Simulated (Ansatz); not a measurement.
ZrB2, point defects

Start from a 12-atom supercell of ZrB2 (space group P6/mmm, No. 191; a = 3.168 Å, c = 3.550 Å) at its relaxed geometry.

One neutral defect a cell, atoms relaxed at fixed cell.

The values are results of Kohn–Sham DFT with the r2SCAN functional, run in Ansatz (an electronic-structure program) with PAW and 500 eV plane waves, spin-orbit coupling left out, not measurements.

```csv
case,pressure,largest displacement of a host atom from its site in the perfect cell
perfect supercell,0.0 GPa,–
"Hf on a Zr site, symmetric start",-2.3 GPa,0.01 Å
In on a B site,37.9 GPa,0.22 Å
Li interstitial (started 1.78 Å from the nearest host atom),19.7 GPa,(withheld)
B vacancy,1.4 GPa,(withheld)
```

Complete the table.


- Li interstitial (started 1.78 Å from the nearest host atom), largest displacement of a host atom from its site in the perfect cell: 0.24 Å
- B vacancy, largest displacement of a host atom from its site in the perfect cell: 0.07 Å

The cell is small, so the values are those of an ordered compound at a high defect concentration; dilute-limit values will differ. Defects with a symmetric start kept the site's symmetry and may sit on a saddle; the others started slightly shaken. All final runs are without spin polarisation.
